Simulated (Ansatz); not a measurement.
# CdS, pressure series

Consider CdS in the wurtzite structure (space group P6_3mc, No. 186).

```xyz
4
Lattice="4.1962 0.0000 0.0000 -2.0981 3.6341 0.0000 0.0000 0.0000 6.8295" Properties=species:S:1:pos:R:3 pbc="T T T"
Cd     2.0981     1.2114     3.4132
Cd     0.0000     2.4227     6.8279
S      2.0981     1.2114     0.8416
S      0.0000     2.4227     4.2564
```

Cell and atoms are relaxed at each pressure.

Level of theory: plane-wave PAW DFT at the PBE level (Ansatz, a quantum-chemistry and plane-wave program, 420 eV), spin-orbit coupling left out.

Candidates:
(a) pressure −1 GPa
(b) pressure 0.9 GPa
(c) pressure −2 GPa

Base values:

* **Band gap**: 1.11 eV

Q: Order them by band gap, lowest first.

A: (c) pressure −2 GPa (1.01 eV), (a) pressure −1 GPa (1.07 eV), (b) pressure 0.9 GPa (1.15 eV)

Load acts through the strain it causes; cell and atoms are relaxed under it. Whether these cells are dynamically stable was not tested.
